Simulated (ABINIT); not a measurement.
Input and output of a self-consistent single point for Al2Au (Fm-3m, 3 atoms in the cell) (ABINIT).

Method: PBE, spin-orbit coupling, norm-conserving pseudopotentials (PseudoDojo nc-fr-04 PBE standard) (plane waves; ABINIT).

```
Al2Au
1.0
    0.00000     3.04317     3.04317
    3.04317     0.00000     3.04317
    3.04317     3.04317     0.00000
Al Au
2 1
Direct
  0.25000   0.25000   0.25000
  0.75000   0.75000   0.75000
  0.00000   0.00000   0.00000
```

Reference input (self-consistent single point, DFT, PBE, plane waves, norm-conserving pseudopotentials (PseudoDojo nc-sr-05 PBE standard)): pseudos = [Al.upf, Au.upf]; ecut = 38 Ha; ixc = 11; occopt = 3; tsmear = 0.1 eV; ngkpt = 9 9 9; nshiftk = 1; shiftk = 0 0 0; potentials = PseudoDojo nc-sr-05 PBE standard; nband = 18; kptopt = 1; nstep = 50. This run's input differs from it in these lines:

```diff
@@ -1,2 +1,2 @@
-# Al2Au, PseudoDojo nc-sr-05 PBE standard
+# Al2Au, PseudoDojo nc-fr-04 PBE standard
 pp_dirpath "./"
@@ -19,5 +19,7 @@
 ixc 11
+nspinor 2
+nspden 1
 occopt 3
 tsmear 0.1 eV
-nband 18
+nband 41
 kptopt 1
```

Its files differ too (potentials: PseudoDojo nc-sr-05 PBE standard → PseudoDojo nc-fr-04 PBE standard).

Output (repeated stretches shortened):

```
  - Atom type    2 has spin-orbit characteristics (pspso=  2)
  Nonlocal part applied using Legendre polynomials
  Max number of non-local projectors over l and type   4
  Highest angular momentum +1 .......   4
  Max number of (l,n)   components ..  22
  Max number of (l,m,n) components ..  22

 Pseudo-Core Charge Info:
   Number of radial points for pseudo-core charge .. 2501
   XC core-correction treatment (optnlxccc) ........    1
   Radius for pseudo-core charge for each type .....

  - Atom type    1 has pseudo-core radius ..  5.7500
  - Atom type    2 has pseudo-core radius ..  3.3900

 Info on the Q-grid used for form factors in spline form:
   Number of q-points for radial functions ffspl ..   3001
   Number of q-points for vlspl ...................   3001
   vloc is computed in Reciprocal Space
   model core charge treated in real-space

  XC functional for type 1 is -101130
  Pseudo valence available: yes
  XC functional for type 2 is -101130
  Pseudo valence available: yes

 symatm: atom number 1 is reached starting at atom
   1  2  1  2  1  2  1  2  1  2  1  2  1  2  1  2  1  2  1  2  1  2  1  2
   1  2  1  2  1  2  1  2  1  2  1  2  1  2  1  2  1  2  1  2  1  2  1  2
 symatm: atom number 2 is reached starting at atom
   2  1  2  1  2  1  2  1  2  1  2  1  2  1  2  1  2  1  2  1  2  1  2  1
   2  1  2  1  2  1  2  1  2  1  2  1  2  1  2  1  2  1  2  1  2  1  2  1
 symatm: atom number 3 is reached starting at atom
   3  3  3  3  3  3  3  3  3  3  3  3  3  3  3  3  3  3  3  3  3  3  3  3
   3  3  3  3  3  3  3  3  3  3  3  3  3  3  3  3  3  3  3  3  3  3  3  3

--- !BUG
src_file: m_inwffil.F90
src_line: 2703
mpi_rank: 0
message: |
    When nspinor2 is 2, nbd2 must be even, while it is nbd2=41
...

  Action: contact ABINIT group (please attach the output of `abinit -b`)

 abinit_abort: decision taken to exit. Check above messages for more info
Abort(13) on node 0 (rank 0 in comm 0): application called MPI_Abort(MPI_COMM_WORLD, 13) - process 0

--- !BUG
src_file: m_inwffil.F90
src_line: 2703
mpi_rank: 0
message: |
    When nspinor2 is 2, nbd2 must be even, while it is nbd2=41
...

  Action: contact ABINIT group (please attach the output of `abinit -b`)
```

The program stopped before any SCF iteration. 

The starting cell comes from a database of computed structures (which also holds hypothetical and non-ambient phases and stackings), without a prior relaxation at this level. Its lattice was rescaled by a random factor within 2.5 % of one.
